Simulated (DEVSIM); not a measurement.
Device: illuminated Si n-on-p cell, one wavelength, at 300 K.

| layer (left to right) | material | thickness (μm) | Nd (cm⁻³) | Na (cm⁻³) | τn (s) | τp (s) | absorption coefficient (cm⁻¹) |
|---|---|---|---|---|---|---|---|
| 1 | Si | 0.170 | 8.5e17 | - | 1.2e-6 | 2.4e-5 | 3500 |
| 2 | Si | 88.0 | - | 4.8e16 | 7.2e-5 | 7.2e-5 | 3500 |

Left contact: ohmic, minority hole recombination velocity 300 cm/s. Right contact: ohmic, minority electron recombination velocity 8e5 cm/s. Voltage is applied to the left contact. Recombination: SRH at mid-gap, radiative, Auger. Gap narrowing is on: ΔEg = 6.92 meV × (l + √(l² + 0.5)), l = ln(N/1.3e17 cm⁻³), shared equally by both band edges. Light enters at the left, 2.3e16 photons cm⁻² s⁻¹, one pass, no reflection. Mobility is μmin + (μ − μmin)/(1 + (N/Nref)^α).

Constants are typed, rounded textbook-type inputs, not results; the design itself was drawn at random and stands for no fabricated device. Values at 300 K.

```tsv
parameter	Si
gap (eV)	1.124
affinity (eV)	4.05
permittivity	11.7
Nc (cm⁻³)	2.86e19
Nv (cm⁻³)	3.1e19
μn (cm²/Vs)	1417
μp (cm²/Vs)	470
μn,min	52
μp,min	45
Nref,n	9.7e16
Nref,p	2.2e17
αn	0.68
αp	0.72
B (cm³/s)	4.7e-15
Cn (cm⁶/s)	2.8e-31
Cp (cm⁶/s)	9.9e-32
```

Simulated with DEVSIM: 1D drift-diffusion, Boltzmann statistics, complete ionisation; no tunnelling, impact ionisation, image-force lowering or self-heating.

Problem. Tabulate band edges, carrier densities and field at -0.9 V on the left contact, in the dark.

Solution. Energies count from the Fermi level of the right contact; mesh points crowd at the junctions.

| x (μm) | Ec (eV) | Ev (eV) | n (cm⁻³) | p (cm⁻³) | field (V/cm) |
|---|---|---|---|---|---|
| 0.000 | 0.991 | -0.106 | 8.5e17 | 2.6e17 | -14000 |
| 0.02671 | 0.985 | -0.112 | 1.1e18 | 2.1e17 | -15 |
| 0.07440 | 0.985 | -0.112 | 1.1e18 | 2.1e17 | ≈ 0 |
| 0.1292 | 0.985 | -0.112 | 1.1e18 | 2.1e17 | ≈ 0 |
| 0.1688 | 0.992 | -0.105 | 8.1e17 | 2.8e17 | 19000 |
| 0.1960 | 1.021 | -0.102 | 2.7e17 | 3.1e17 | 190 |
| 0.2592 | 1.021 | -0.102 | 2.7e17 | 3.1e17 | ≈ 0 |
| 0.4865 | 1.021 | -0.102 | 2.7e17 | 3.1e17 | ≈ 0 |
| 0.9161 | 1.020 | -0.102 | 2.6e17 | 3.1e17 | ≈ 0 |
| 1.818 | 1.020 | -0.102 | 2.6e17 | 3.1e17 | ≈ 0 |
| 3.927 | 1.020 | -0.103 | 2.6e17 | 3.0e17 | ≈ 0 |
| 11.52 | 1.017 | -0.105 | 2.4e17 | 2.8e17 | ≈ 0 |
| 25.87 | 1.012 | -0.111 | 2.0e17 | 2.4e17 | ≈ 0 |
| 53.73 | 0.998 | -0.125 | 1.2e17 | 1.7e17 | ≈ 0 |
| 76.26 | 0.979 | -0.144 | 5.0e16 | 9.8e16 | -12 |
| 82.92 | 0.969 | -0.154 | 2.5e16 | 7.3e16 | -18 |
| 85.86 | 0.963 | -0.160 | 1.3e16 | 6.1e16 | -24 |
| 87.16 | 0.959 | -0.163 | 6.9e15 | 5.5e16 | -29 |
| 87.85 | 0.957 | -0.165 | 3.3e15 | 5.1e16 | -33 |
| 88.04 | 0.956 | -0.166 | 2.3e15 | 5.0e16 | -35 |
| 88.12 | 0.956 | -0.166 | 1.9e15 | 5.0e16 | -72 |
| 88.17 | 0.955 | -0.167 | 1.7e15 | 4.8e16 | -500 |
